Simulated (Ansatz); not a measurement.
H2O on the 1x1 (10-10) surface of wurtzite GaN (cut with top plane Ga + N), one in a 2x1 cell, energies for each (33.7 Å²). Energies are against H2O(g), without zero-point or thermal terms; each row is named by its start (#2, #3: further inequivalent places of a kind). No converged result for: 1 more start.

Host crystal: wurtzite GaN, with a band gap (PBE, scalar-relativistic without spin-orbit coupling).

These are PBE (plane waves to 420 eV, PAW; Ansatz, an electronic-structure program) values and carry that method's errors.

Set-up: 35 atoms, 9.3 Å thick at the start under the adsorbate (thin: gaps and levels are the slab's own); mesh 3x4x1; 0.01 eV smearing; dipole correction on; 16 atoms held, the rest relaxed; each run with such symmetry as its start has; no spin, no spin-orbit, no U, no dispersion correction.

A negative adsorption energy means that the adsorbate is more stable on the surface than in its reference. Starts that drift may end in the same place. Heights count from the host atoms within 0.3 Å of the top one.

```
starting site                         E_ads (eV)  height (Å)  nearest host atom (Å)  bonded to  change of the vacuum step (eV)  lateral drift (Å)
------------------------------------  ----------  ----------  ---------------------  ---------  ------------------------------  -----------------
top N (the adsorbate came apart)           -2.14        1.72                Ga 1.84     Ga + N                           -0.15                2.5
top Ga                                     -0.64        2.03                Ga 2.17         Ga                           -1.05                0.1
top Ga #2 (the adsorbate came apart)       -2.14        1.72                Ga 1.84     Ga + N                           -0.14                2.4
hollow Ga-Ga-N-N                           -0.64        2.03                Ga 2.17         Ga                           -1.06                1.6
bridge Ga-Ga-Ga-N-N-N (span 3.3 Å)         -0.64        2.09                Ga 2.17         Ga                           -1.02                1.7
```
